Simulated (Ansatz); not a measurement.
Levels about the gap of amorphous La$_{6}$B$_{18}$O$_{36}$ (60 atoms in a cell of 775 Å³, 3.44 g/cm³; zone centre alone, so wide bands show as single levels with stretches between that a denser mesh fills), at the geometry that PBE relaxed, where it gives 0.0 GPa on a denser mesh. Exact exchange is cut at the faces of this small cell, which leaves a finite-size error. The participation number counts the atoms over which a state spreads; weights are charges in smoothed Voronoi cells. The levels come from a single point, so bond lengths are those of that geometry. Method of the levels: HSE06, scalar-relativistic without spin-orbit coupling (Ansatz, a program for electronic structure). Sampling: the zone centre alone; Fermi-Dirac width 0.02 eV; no spin polarisation. At PBE the levels at both edges of the gap are localised (band-tail or defect states).

Preparation: random packing, a CHGNet melt and quench, and a DFT relaxation. O atoms were pushed apart under 1.9 Å during the dynamics, to hinder bonds among them. The hot cell started wider than the set density and was brought back towards it in steps. It is the lowest in DFT energy of 2 quenches. It is a model cell: composition and starting density were chosen by hand, and all elements were melted together. No dispersion term was used. Its density started from a set value of 3.33 and ended at 3.44 g/cm³. The simulated quench (nominally 300 K/ps over its main leg) is rapid and tends to freeze in more defects than a deposited or slowly cooled glass has. One small periodic cell is one sample of the glass; other quenches scatter about these values. Volume and shape were free in the relaxation.

| E - E(highest filled), eV | filling | participation number | largest on | weight O | weight La | weight B |
|---|---|---|---|---|---|---|
| -0.50 | filled | 10.2 | O, 3 neighbours | 0.93 | 0.03 | 0.05 |
| -0.47 | filled | 14.2 | O, 3 neighbours | 0.93 | 0.02 | 0.05 |
| -0.39 | filled | 13.3 | O, 2 neighbours | 0.93 | 0.02 | 0.04 |
| -0.36 | filled | 11.7 | O, 2 neighbours | 0.93 | 0.02 | 0.05 |
| -0.32 | filled | 12.6 | O, 2 neighbours | 0.94 | 0.02 | 0.04 |
| -0.15 | filled | 5.9 | O, 2 neighbours | 0.93 | 0.02 | 0.05 |
| 0.00 | filled | 4.7 | O, 2 neighbours | 0.91 | 0.04 | 0.05 |
| 6.25 | empty | 19.1 | La, 6 neighbours | 0.52 | 0.36 | 0.12 |
| 6.64 | empty | 13.5 | La, 6 neighbours | 0.39 | 0.48 | 0.13 |
| 6.70 | empty | 9.3 | La, 7 neighbours | 0.34 | 0.57 | 0.09 |
| 6.86 | empty | 12.0 | La, 7 neighbours | 0.33 | 0.52 | 0.15 |
| 6.99 | empty | 13.3 | La, 6 neighbours | 0.30 | 0.57 | 0.13 |
| 7.05 | empty | 10.2 | La, 7 neighbours | 0.27 | 0.56 | 0.17 |
| 7.12 | empty | 11.0 | La, 8 neighbours | 0.29 | 0.55 | 0.15 |

Most localised among these is the filled level at +0.00 eV, on a O atom, which has 2 neighbours (B 1.33 Å, La 2.28 Å).
